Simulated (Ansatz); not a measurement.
**W₂Ge (model structure, started from the Fe2P type, P-62m, No. 189, 9 atoms in the cell): properties by level of theory**

| level (code) | lattice parameter a (Å) | lattice parameter c (Å) | formation enthalpy (eV/atom) |
|---|---|---|---|
| PBE (Ansatz) | (withheld) | (withheld) | (withheld) |
| PBEsol (Ansatz) | 7.254 | (withheld) | 0.196 |
| PBE-D3(BJ) (Ansatz) | (withheld) | (withheld) | 0.196 |

Some entries are withheld; supply them.


- PBE (Ansatz, an electronic-structure program), lattice parameter a (Å): 7.339
- PBE (Ansatz), lattice parameter c (Å): 2.999
- PBE (Ansatz), formation enthalpy (eV/atom): 0.257
- PBEsol (Ansatz), lattice parameter c (Å): 2.979
- PBE-D3(BJ) (Ansatz), lattice parameter a (Å): 7.273
- PBE-D3(BJ) (Ansatz), lattice parameter c (Å): 2.976

Ansatz's density-functional and Hartree–Fock values are scalar-relativistic unless marked +SOC, with PAW data made under PBE.

Computed values are for the static lattice.

A model structure was made by putting elements into a prototype or built by hand; it is no filed structure, need not be a known phase, and can be a saddle point held by its symmetry.
